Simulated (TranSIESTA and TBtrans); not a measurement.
Run with TranSIESTA and TBtrans (open boundaries, self-consistent; PseudoDojo norm-conserving potentials, scalar-relativistic): PAO.BasisSize DZP, PAO.EnergyShift 0.15 eV, XC.Authors PBE, Mesh.Cutoff 200 Ry, ElectronicTemperature 300 K, TS.Voltage 0.0 eV, TBT.Elecs.Eta 0.001 eV, no spin polarisation.

Junction: Sn chain with one Ag atom in place of Sn. Leads: straight Sn chain, spacing 2.75 Å. Geometry: 3 atoms about the centre moved by SIESTA (PBE, DZP) to a largest force of 0.01 eV/Å, all others as built, motion along the axis alone.

Problem. Predict: conductance at 300 K (G0 = 2e²/h); mean T from −0.5 to 0.5 eV.

Solution. conductance at 300 K (G0 = 2e²/h): 1.29; mean T from −0.5 to 0.5 eV: 1.14. The straight chain is held at its spacing; free chains may zigzag or dimerise. No spin-polarised start was tried, so a magnetic state, if there is one, is missed.
